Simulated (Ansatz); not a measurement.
Step by step: energy of the reaction between neutral defects in MgO (rock salt, Fm-3m)

This concerns the energy of the reaction between neutral defects in MgO (rock salt, Fm-3m). Reaction: cell B + Sr (fcc) → cell A + Ca (fcc). Negative: the products are lower in energy.

A: a supercell of 64 sites of MgO (rock salt, Fm-3m) with Sr on a Mg site (6 O at 2.30 Å); spin state with PBE: run without spin.

B: a supercell of 64 sites of MgO (rock salt, Fm-3m) with Ca on a Mg site (6 O at 2.23 Å); spin state with PBE: run without spin.

Method: Ansatz (a quantum-chemistry and plane-wave program), PAW, neutral cells at 0 K with nuclei at rest, on structures from PBE. Ansatz runs with its default PAW set. Other levels take these structures. The lattices are those relaxed with PBE, so at other levels the solids can be strained, which adds to the spread. Larger cells are relaxed from a start prepared with the learned potential CHGNet, on a coarser mesh till forces fall under 0.03 eV/Å, which some starts already meet. A dispersion term (D3(BJ), or D4 for r2SCAN) was computed beside these levels and is taken off wherever the name lacks it. Cell A has symmetry Pm-3m and got no random move, so less symmetric positions, which may lie lower, weren't tried. Cell B has symmetry Pm-3m and got no random move, so less symmetric positions, which may lie lower, weren't tried.

Total energies of the cells in eV, at zero smearing width. They compare only within one column; the weights balance every element.

| cell | atoms | weight | r2SCAN | LDA |
|---|---|---|---|---|
| A: MgO:Sr_Mg | 64 | +1 | -81572.71057 | -80261.92896 |
| B: MgO:Ca_Mg | 64 | −1 | -79841.32993 | -78591.95443 |
| Ca (fcc) | 1 | +1 | -1821.67356 | -1772.58111 |
| Sr (fcc) | 1 | −1 | -3555.11296 | -3444.28499 |

r2SCAN: (-81572.71057) − (-79841.32993) + (-1821.67356) − (-3555.11296) = 2.059 eV.

LDA: (-80261.92896) − (-78591.95443) + (-1772.58111) − (-3444.28499) = 1.729 eV.

What follows from the r2SCAN value: Per mole of the reaction as written, 2.059 eV × 96.485 = 198.7 kJ.
